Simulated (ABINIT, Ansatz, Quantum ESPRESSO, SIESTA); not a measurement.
# Code comparison for MgWF6 (R-3, 8 atoms in the cell)

Self-consistent single point.

```
CELL_PARAMETERS angstrom
      2.56967     1.48360     4.65800
     -2.56967     1.48360     4.65800
      0.00000    -2.96720     4.65800
ATOMIC_POSITIONS crystal
  Mg 0.50000 0.50000 0.50000
  W  0.00000 0.00000 0.00000
  F  0.24539 0.63491 0.86538
  F  0.75461 0.36509 0.13462
  F  0.86538 0.24539 0.63491
  F  0.13462 0.75461 0.36509
  F  0.63491 0.86538 0.24539
  F  0.36509 0.13462 0.75461
```
Moments meant for the start (each program seeds them in its own way; μB, in the order of the atoms Mg W F F F F F F): 0.0 1.0 0.0 0.0 0.0 0.0 0.0 0.0.

All programs got the same cell, k-point mesh and kind of occupations, and the same starting moments (in Ansatz's words: kpoints.mp_grid.grid = 3 3 3; magnetization.spin_polarized = true; scf.occupations.method = fermi_dirac; scf.occupations.width = 0.01 eV); potentials, basis and cutoffs are each program's usual ones.

```tsv
code	model	pressure (GPa)	largest force (eV/Å)	size of the net moment (μB/atom)	k-points	cutoff
SIESTA	GGA PBEsol, numerical atomic orbitals TZP, PseudoDojo PBEsol standard norm-conserving potentials (rewritten from UPF to PSML)	-0.26	0.126	0.25	14	grid 300 Ry
Quantum ESPRESSO	PBEsol, PseudoDojo standard norm-conserving (PBESOL) pseudopotentials	-1.03	0.391	0.25	6	85 Ry
Ansatz	PBEsol, default PAW files made with PBE	-1.44	0.362	0.25	6	default
ABINIT	PBEsol, norm-conserving pseudopotentials (PseudoDojo nc-sr-04 PBEsol standard)	-1.04	0.391	0.25	6	42 Ha
```

The spread over the programs that give each value: pressure within 1.18 GPa; largest force within 0.265 eV/Å; size of the net moment within 0.00 μB/atom.

The starting cell comes from a database of computed structures (which also holds hypothetical and non-ambient phases and stackings), without a prior relaxation at this level. On Ansatz's run: Spin-orbit coupling is off. With one magnetic atom in the cell only a parallel order is possible. Without a gap this mesh is coarse (it stands for a supercell whose shortest vector is 15 Å).

Task: Why do the programs differ, and what cannot be compared?

Result: Differences of this kind can come from the potentials, where these differ, and from what each basis and cutoff leave unconverged. The zero of total energies and Fermi levels follows the potentials and each program's conventions, so they are not compared here. SIESTA uses small atom-centred bases, whose incompleteness enters pressures, forces and empty levels differently from a plane-wave cutoff. Ansatz's pressure is given at a fixed set of plane waves, as the other plane-wave codes print theirs; with its correction for the finite basis it is -0.74 GPa (the shift of 0.71 GPa shows how far the cutoff is from converged). Site moments depend on each program's spheres or projections; the total moment of the cell does not. The programs reduce the same mesh by symmetry to different extents, which changes the work and not the result. In the force vectors, SIESTA (by 0.312) lies more than 0.08 eV/Å from the median of the plane-wave programs.

The shared mesh is coarse (it stands for a supercell whose shortest vector is 15 Å), so the values are not converged in it.

Left out of this page: GPAW, CP2K and FLEUR (failed or unconverged).

Ansatz is a quantum-chemistry and plane-wave program.

Keys are those of Ansatz 0.2.
